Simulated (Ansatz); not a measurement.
System: cubic perovskite BaHfO3. Method: PBEsol+SOC (PAW; Ansatz, a first-principles code).

Settings: plane-wave cutoff 520 eV, 8×8×8 k mesh, Fermi–Dirac smearing 0.01 eV, PAW data made under PBE.

The cell has the measured lattice: a = 4.171 Å, b = 4.171 Å, c = 4.171 Å, α = 90.00°, β = 90.00°, γ = 90.00°.

**Question.** What does this level give for the band gap and smallest direct gap on the k points sampled?

**Answer.** 
- band gap: 3.48 eV (indirect)
- smallest direct gap on the k points sampled: 3.50 eV

Note: cell and atoms aren't relaxed at this level (pressure -1.7 GPa).

Static lattice: no zero-point or thermal effects.

The result took very roughly 2.8 core-minutes.
